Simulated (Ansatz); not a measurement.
A computed series for GaN: response to strain

The parent structure is GaN in the wurtzite structure (space group P6_3mc, No. 186; a = 3.183 Å, c = 5.184 Å). Axes: x lies along a and z along c of the hexagonal cell.

Strains are applied to the cell and any free atomic positions relax; under biaxial strain the out-of-plane vector relaxes too.

All numbers come from Ansatz (a program for electronic structure) r2SCAN, no SOC.

Candidates:
(a) isotropic strain −0.87 %
(b) strain tensor (xx, yy, zz, yz, xz, xy) = (+0.23, +1.33, +0.37, −0.29, −0.73, +0.68) %
(c) biaxial strain −1.74 %, plane normal [001], relaxed out of plane
(d) isotropic strain −0.69 %

Before the change:

The band gap is 2.35 eV.

Problem. Order them by band gap, highest first.

Solution. (a) isotropic strain −0.87 % (2.53 eV), (d) isotropic strain −0.69 % (2.50 eV), (c) biaxial strain −1.74 %, plane normal [001], relaxed out of plane (2.42 eV), (b) strain tensor (xx, yy, zz, yz, xz, xy) = (+0.23, +1.33, +0.37, −0.29, −0.73, +0.68) % (2.17 eV)

Whether these cells are dynamically stable was not tested.
